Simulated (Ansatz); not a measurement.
Results of r²SCAN (Ansatz, a first-principles code, PAW) for fluorite CoSi2.

Numerical settings: plane-wave cutoff 600 eV, 14×14×14 k mesh, Fermi–Dirac smearing 0.1 eV, finite displacements, no spin polarisation, scalar-relativistic PAW data made under PBE.

Computed at the level's own relaxed cell.

```xyz
3
Lattice="0.0000 2.6575 2.6575 2.6575 0.0000 2.6575 2.6575 2.6575 0.0000" Properties=species:S:1:pos:R:3 pbc="T T T"
Co     0.0000     0.0000     0.0000
Si     1.3288     1.3288     1.3288
Si     3.9863     3.9863     3.9863
```

Harmonic phonon frequencies (cm⁻¹; i marks an imaginary mode):

| q point | frequencies |
|---|---|
| Γ | 0 0 0 343 343 343 348 348 348 |
| X | 199 199 274 284 284 299 386 389 389 |
| L | 126 126 317 323 323 352 365 370 370 |

No imaginary mode appears at these points.
